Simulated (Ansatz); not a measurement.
Results of r²SCAN+rVV10 (plane waves, PAW; Ansatz, an electronic-structure program) for CsCl-type KCl (model structure) (like a known high-pressure phase).

Numerical settings: plane-wave cutoff 500 eV, 8×8×8 k mesh, gaussian smearing 0.02 eV, scalar-relativistic PAW data made under PBE.

Cell (relaxed at this level):

```yaml
crystal:
  lattice:
    - [3.73283, 0.00000, 0.00000]
    - [0.00000, 3.73283, 0.00000]
    - [0.00000, 0.00000, 3.73283]
  atoms:
    - { symbol: K, position: [0.00000, 0.00000, 0.00000] }
    - { symbol: Cl, position: [0.50000, 0.50000, 0.50000] }
```

Task: Estimate the band gap that the calculation returns.

Result: 
- band gap = 5.87 eV (on the SCF k mesh)

Static lattice: no zero-point or thermal effects.

It cost about 20 core-seconds (a rough figure) of CPU time.

A model structure was made by putting elements into a prototype or built by hand; it is no filed structure, need not be a known phase, and can be a saddle point held by its symmetry.
